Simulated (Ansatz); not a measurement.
Results of LDA (PAW; Ansatz, a program for electronic structure) for AlN (model structure, started from the CsCl type, Pm-3m, No. 221, 2 atoms in the cell).

Settings: plane-wave cutoff 520 eV, 22×22×22 k mesh, Fermi–Dirac smearing 0.05 eV, scalar-relativistic PAW data made under PBE.

Cell (relaxed at this level):

```
CELL_PARAMETERS angstrom
      2.57007     0.00000     0.00000
      0.00000     2.57007     0.00000
      0.00000     0.00000     2.57007
ATOMIC_POSITIONS crystal
  Al 0.00000 0.00000 0.00000
  N  0.50000 0.50000 0.50000
```

Q: What does this level give for the bulk modulus?

A: 
- bulk modulus = 217 GPa

The run finds no gap.

Note: the bulk modulus is −V dP/dV from two relaxed cells at ±2 % in volume; the relaxation could raise the start's symmetry but not lower it, so the cell can be a saddle point.

Computed values are for the static lattice.

A model structure was made by putting elements into a prototype or built by hand; it is no filed structure, need not be a known phase, and can be a saddle point held by its symmetry.
